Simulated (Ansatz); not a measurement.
## Several settings converged on Sr₂CdPt₂ (Immm, 5 atoms in the cell)

```
Sr2CdPt2
1.0
   -2.29031     2.99801     4.59499
    2.29031    -2.99801     4.59499
    2.29031     2.99801    -4.59499
Sr Cd Pt
2 1 2
Direct
  0.29951   0.79951   0.50000
  0.70049   0.20049   0.50000
  0.00000   0.00000   0.00000
  0.72608   0.50000   0.22608
  0.27392   0.50000   0.77392
```

Base method: LDA (PW92), default PAW files made with PBE (plane waves; Ansatz, a first-principles code).

Base settings: basis.ecutwfc = 420 eV; kpoints.mp_grid.grid = 7 7 7; hamiltonian.xc = lda; hamiltonian.pseudopotentials = {kind: paw} (the program's default PAW files); scf.occupations.method = gaussian; scf.occupations.width = 0.1 eV.

Core times come from one kind of shared machine, to one figure; runs under 30 s give none.

**Zone-centre phonons against the cutoff**

In this ladder: phonons.method = dfpt.

The mesh stays at the base's, so the ladder's end is converged at best in this setting alone.

Frequencies are those of the unrelaxed cell, without the LO-TO term of polar crystals.

Only quantities that move along the ladder and can be compared are tabulated.

| basis.ecutwfc | highest zone-centre frequency (cm⁻¹) | lowest optical frequency (cm⁻¹) | core time / last (rough) |
|---|---|---|---|
| 210 eV | 131.6 | 17.8 | 0.3 |
| 250 eV | 140.1 | 69.5 | 0.4 |
| 295 eV | 133.5 | 73.6 | 0.5 |
| 355 eV | 131.7 | 72.0 | 0.8 |
| 420 eV | 131.5 | 72.0 | 1 |

Coarsest basis.ecutwfc that holds the highest zone-centre frequency within 5 cm⁻¹ of the last step, with all finer ones: 295 eV; the step before is off by 8.6 cm⁻¹.

Coarsest basis.ecutwfc that holds the lowest optical frequency within 1 cm⁻¹ of the last step, with all finer ones: 355 eV; the step before is off by 1.6 cm⁻¹.

**The force threshold of a relaxation**

On Sr₂CdPt₂ (Imm2, 5 atoms in the cell): one atom moved by 0.15 angstrom.

In this ladder: relax = atoms.

The mesh stays at the base's, so the ladder's end is converged at best in this setting alone.

Only quantities that move along the ladder and can be compared are tabulated.

| relax.f_tol | free energy less the last step's (meV/atom) | largest force left (eV/Å) | relaxation steps | core time / last (rough) |
|---|---|---|---|---|
| 0.2 eV/Å | 0.38 | 0.1187 | 2 | 0.5 |
| 0.05 eV/Å | 0.02 | 0.0222 | 3 | 0.6 |
| 0.02 eV/Å | 0.00 | 0.0050 | 4 | 0.8 |
| 0.001 eV/Å | 0.00 | 0.0009 | 5 | 1 |

Coarsest relax.f_tol that holds the largest force left within 0.01 eV/Å of the last step, with all finer ones: 0.02 eV/Å; the step before is off by 0.021 eV/Å.

Coarsest relax.f_tol that holds the free energy within 0.05 meV/atom of the last step, with all finer ones: 0.05 eV/Å; the step before is off by 0.38 meV/atom.

On the base run: the starting cell comes from a database of computed structures (which also holds hypothetical and non-ambient phases and stackings), without a prior relaxation at this level. Its lattice was rescaled by up to half a per cent. Spin polarisation is off. In the base run, with a pressure of about -5 GPa the cell is away from its equilibrium volume at this level.

Keys are those of Ansatz 0.2.
